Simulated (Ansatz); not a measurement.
Data:

End structure of O on the 1x1 (111) surface of fcc Ag, one in a 2x2 cell, started at the site 'hollow Ag-Ag-Ag over Ag at depth 4.7 Å':

```xyz
17
Lattice="5.8668 0.0000 0.0000 -2.9334 5.0808 0.0000 0.0000 0.0000 26.5000" Properties=species:S:1:pos:R:3 pbc="T T T"
Ag     0.0000     1.6936     9.6916
Ag    -1.4667     4.2340     9.6916
Ag     2.9334     1.6936     9.6916
Ag     1.4667     4.2340     9.6916
Ag     1.4667     0.8468    12.0709
Ag     0.0000     3.3872    12.0709
Ag     4.4001     0.8468    12.0709
Ag     2.9334     3.3872    12.0709
Ag     0.0057     0.0033    14.4212
Ag    -1.4667     2.5404    14.4951
Ag     2.9276     0.0033    14.4212
Ag     1.4667     2.5337    14.4212
Ag    -0.0610     1.7288    16.8512
Ag    -1.4667     4.1635    16.8512
Ag     2.9944     1.7288    16.8512
Ag     1.4667     4.2340    16.7169
O      1.4667     0.8468    18.0356
```

Slab: 17 atoms, 7.1 Å thick at the start under the adsorbate (thin: gaps and levels are the slab's own); k 6x6x1, smearing 0.1 eV, dipole-corrected; single point; on the structure that PBE left under its start's symmetry; spin-polarised, no spin-orbit, no U, no dispersion correction. The starting moment vanished. The program's check for a lower electronic state was not made. At the end it is bonded to 3 Ag. In PBE it is, or lies within 0.03 eV of, the lowest of the starts that converged; the order may differ at this level.

A negative adsorption energy means that the adsorbate is more stable on the surface than in its reference.

**Question.** Give the change of the work function at the level r2SCAN, at the PBE geometry and the start's symmetry run with Ansatz (a program for electronic structure).

**Answer.** 1.28 eV

**Question.** What change of the step from the bottom to the top vacuum level, against the clean slab does r2SCAN, at the PBE geometry and the start's symmetry give?

**Answer.** 1.26 eV

**Question.** Estimate the work function of the top face that r2SCAN, at the PBE geometry and the start's symmetry returns for this input.

**Answer.** 5.69 eV

**Question.** Give the adsorption energy against ½ O2(g) at the same level at the level r2SCAN, at the PBE geometry and the start's symmetry.

**Answer.** -0.50 eV
